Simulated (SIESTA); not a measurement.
SIESTA run on Ti₃Al (P6_3/mmc, 8 atoms in the cell): self-consistent single point

Computed with GGA PBE, numerical atomic orbitals DZP, PseudoDojo PBE standard norm-conserving potentials (rewritten from UPF to PSML) in SIESTA.

This input was run:

```
# files in the folder: Ti.psml Al.psml (PseudoDojo PBE standard)
SystemName  Ti3Al
SystemLabel siesta

NumberOfAtoms                8
NumberOfSpecies              2
%block ChemicalSpeciesLabel
  1 22 Ti
  2 13 Al
%endblock ChemicalSpeciesLabel
LatticeConstant              5.666083 Ang
%block LatticeVectors
     1.000000000    0.000000000    0.000000000
    -0.499999912    0.866025259    0.000000000
     0.000000000    0.000000000    0.805635216
%endblock LatticeVectors
AtomicCoordinatesFormat      Ang
%block AtomicCoordinatesAndAtomicSpecies
     2.833041830    3.237619466    1.141199000  1
     0.000000170    1.669351534    3.423597000  1
    -1.387340008    4.072295233    3.423597000  1
     4.220382008    0.834675767    1.141199000  1
     1.445701163    0.834675767    1.141199000  1
     1.387340838    4.072295233    3.423597000  1
    -0.000002500    3.271315636    1.141199000  2
     2.833044500    1.635655364    3.423597000  2
%endblock AtomicCoordinatesAndAtomicSpecies

XC.functional                GGA
XC.authors                   PBE
PAO.BasisSize                DZP
PAO.EnergyShift              0.01 Ry
MeshCutoff                   400 Ry
%block kgrid.MonkhorstPack
    5   0   0  0.0
    0   5   0  0.0
    0   0   5  0.0
%endblock kgrid.MonkhorstPack
OccupationFunction           FD
ElectronicTemperature        1160.45 K

MaxSCFIterations             150
SCF.Mixer.Method             Pulay
SCF.Mixer.Weight             0.25
SCF.Mixer.History            8
SCF.DM.Tolerance             1.0E-05
Diag.ParallelOverK           true
WriteForces                  true
Charge.Mulliken              end
```

Output, abridged:

```
reinit: Reading from file input.fdf

reinit: System Name: Ti3Al
reinit: System Label: siesta

coor:   Atomic-coordinates input format  =     Cartesian coordinates
coor:                                          (in Angstroms)

siesta: Atomic coordinates (Bohr) and species
siesta:      5.35367   6.11821   2.15655  1        1
siesta:      0.00000   3.15462   6.46966  1        2
siesta:     -2.62169   7.69552   6.46966  1        3
siesta:      7.97537   1.57731   2.15655  1        4
siesta:      2.73198   1.57731   2.15655  1        5
siesta:      2.62169   7.69552   6.46966  1        6
siesta:     -0.00000   6.18189   2.15655  2        7
siesta:      5.35368   3.09094   6.46966  2        8

siesta: System type = bulk

initatomlists: Number of atoms, orbitals, and projectors:      8   140   144

siesta: ******************** Simulation parameters ****************************
redata: Spin configuration                          = none
redata: Time-Reversal Symmetry                      = T
redata: Number of Atomic Species                    =        2
redata: Mesh Cutoff                                 =   400.0000 Ry
redata: Net charge of the system                    =     0.0000 |e|
redata: Min. number of SCF Iter                     =        0
redata: Max. number of SCF Iter                     =      150
redata: SCF convergence failure will abort job
redata: SCF mix quantity                            = Hamiltonian
redata: Mix DM or H after convergence               =   F
redata: Recompute H after scf cycle                 =   F
redata: Mix DM in first SCF step                    =   T
redata: No kicks to SCF
redata: DM Mixing Weight for Kicks                  =     0.5000
redata: Require Harris convergence for SCF          =   F
redata: Harris energy tolerance for SCF             =     0.000100 eV
redata: Require DM convergence for SCF              =   T
   [... lines left out ...]
diag: Parallel distribution                         =     1 x     1
diag: Used triangular part                          = Lower
diag: Absolute tolerance                            =  0.100E-15
diag: Orthogonalization factor                      =  0.100E-05
diag: Memory factor                                 =  1.0000

superc: Internal auxiliary supercell:     5 x     5 x     5  =     125
superc: Number of atoms, orbitals, and projectors:   1000  17500  18000

                        Single-point calculation

superc: Internal auxiliary supercell:     5 x     5 x     5  =     125
superc: Number of atoms, orbitals, and projectors:   1000  17500  18000

outcell: Unit cell vectors (Ang):
        5.666083    0.000000    0.000000
       -2.833041    4.906971    0.000000
        0.000000    0.000000    4.564796

outcell: Cell vector modules (Ang)   :    5.666083    5.666082    4.564796
outcell: Cell angles (23,13,12) (deg):     90.0000     90.0000    120.0000
outcell: Cell volume (Ang**3)        :    126.9164
new_DM -- step:     1
Initializing Density Matrix...

Attempting to read DM from file... Failed...
DM filled with atomic data:

InitMesh: MESH = 60 x 60 x 60 = 216000
InitMesh: Mesh cutoff (required, used) =   400.000   413.216 Ry

stepf: Fermi-Dirac step function
        iscf     Eharris(eV)        E_KS(eV)     FreeEng(eV)     dDmax    Ef(eV) dHmax(eV)
   scf:    1    -9735.705678    -9805.966750    -9806.152396  1.524922 -4.976398  7.234640
   scf:    2    -9818.642728    -9813.939291    -9814.129285  0.275577 -5.676489  2.227690
   scf:    3    -9815.195016    -9814.759554    -9814.959675  0.100106 -5.959559  0.454370
   scf:    4    -9814.851573    -9814.815098    -9815.022144  0.019328 -5.997960  0.151969
   scf:    5    -9814.820968    -9814.819770    -9815.031475  0.011008 -6.018921  0.038315
   scf:    6    -9814.820614    -9814.820292    -9815.031764  0.001103 -6.015572  0.023560
   [... 2 lines left out ...]
   scf:    9    -9814.820707    -9814.820711    -9815.031930  0.000073 -6.015129  0.004939
   scf:   10    -9814.820727    -9814.820719    -9815.031933  0.000194 -6.015656  0.001669
   scf:   11    -9814.820719    -9814.820719    -9815.031933  0.000085 -6.015926  0.000155
   scf:   12    -9814.820722    -9814.820721    -9815.031933  0.000011 -6.015927  0.000197
   scf:   13    -9814.820725    -9814.820723    -9815.031933  0.000007 -6.015936  0.000042
SCF Convergence by DM+H criterion
max |DM_out - DM_in|         :     0.0000066446
max |H_out - H_in|      (eV) :     0.0000417200
SCF cycle converged after 13 iterations

Using DM_out to compute the final energy and forces

siesta: E_KS(eV) =            -9814.8207

siesta: E_KS - E_eggbox =     -9814.8207

siesta: Atomic forces (eV/Ang):
     1   -0.000010    0.065907   -0.000000
     2    0.000010   -0.065907    0.000000
     3   -0.057108    0.032971    0.000000
     4    0.057108   -0.032971   -0.000000
     5   -0.057081   -0.032943   -0.000000
     6    0.057081    0.032943   -0.000000
     7    0.000044   -0.000015    0.000000
     8   -0.000044    0.000015    0.000000
   Tot    0.000000    0.000000    0.000000
   Max    0.065907
   Res    0.032959    sqrt( Sum f_i^2 / 3N )
   Max    0.065907    constrained

Stress tensor Voigt[x,y,z,yz,xz,xy] (kbar):      -37.98      -37.95      -57.40       -0.00       -0.00        0.02
(Free)E + p*V (eV/cell)    -9811.5113
Target enthalpy (eV/cell)    -9815.0319

siesta: Program's energy decomposition (eV):
siesta: Ebs     =     -2389.861317
siesta: Eions   =     14741.861132
siesta: Ena     =      2270.598121
siesta: Ekin    =      3909.151134
siesta: Enl     =       101.709601
siesta: Eso     =         0.000000
siesta: Edftu   =         0.000000
siesta: DEna    =       131.773626
siesta: DUscf   =         3.113637
siesta: DUext   =         0.000000
siesta: Ex      =     -1380.882435
siesta: Ec      =      -108.423276
siesta: Exc     =     -1489.305711
siesta: Eharris =     -9814.820725
siesta: Etot    =     -9814.820723
siesta: FreeEng =     -9815.031933

siesta: Atomic forces (eV/Ang):
siesta:      1   -0.000010    0.065907   -0.000000
siesta:      2    0.000010   -0.065907    0.000000
siesta:      3   -0.057108    0.032971    0.000000
siesta:      4    0.057108   -0.032971   -0.000000
siesta:      5   -0.057081   -0.032943   -0.000000
siesta:      6    0.057081    0.032943   -0.000000
siesta:      7    0.000044   -0.000015    0.000000
siesta:      8   -0.000044    0.000015    0.000000
siesta: ----------------------------------------
   [... lines left out ...]
siesta: Cell volume =        126.916415 Ang**3
siesta:          44.44427658         41.77853292  kBar
   [... lines left out ...]

             -0.074  -0.066  -0.086
   4 11.795   1.872   0.159   0.201   1.978   1.977   1.978   0.319   0.327
              0.323   0.612   0.547   0.677   0.525   0.672  -0.075  -0.069

             -0.074  -0.066  -0.086
   5 11.795   1.872   0.159   0.201   1.978   1.977   1.978   0.319   0.327
              0.323   0.612   0.547   0.677   0.525   0.672  -0.075  -0.069

             -0.074  -0.066  -0.086
   6 11.795   1.872   0.159   0.201   1.978   1.977   1.978   0.319   0.327
              0.323   0.612   0.547   0.677   0.525   0.672  -0.075  -0.069

             -0.074  -0.066  -0.086

Species: Al
Atom  Qatom  Qorb
               3s      3s      3py     3pz     3px     3py     3pz     3px
               3Pdxy   3Pdyz   3Pdz2   3Pdxz   3Pdx2-y2
   7  3.614   0.770   0.218   0.287   0.335   0.287   0.356   0.336   0.356
              0.131   0.139   0.128   0.139   0.131
   8  3.614   0.770   0.218   0.287   0.335   0.287   0.356   0.336   0.356
              0.131   0.139   0.128   0.139   0.131

mulliken: Qtot =       78.000

Mulliken Atomic Populations:
Atom #   charge [q] valence [e]  Species
     1     0.204737   11.795263  Ti
     2     0.204737   11.795263  Ti
     3     0.204741   11.795259  Ti
     4     0.204740   11.795260  Ti
     5     0.204737   11.795263  Ti
     6     0.204738   11.795262  Ti
     7    -0.614215    3.614215  Al
     8    -0.614215    3.614215  Al
 Total    -0.000000
```

The run converged in 13 iterations.

The starting cell comes from a database of computed structures (which also holds hypothetical and non-ambient phases and stackings), without a prior relaxation at this level. Its lattice was rescaled by a random factor within 2.5 % of one. Spin polarisation is off. Values carry the incompleteness of an atom-centred basis. With a pressure of about 4 GPa the cell is away from its equilibrium volume at this level.

Cost on one core of a shared machine: roughly 3 min.
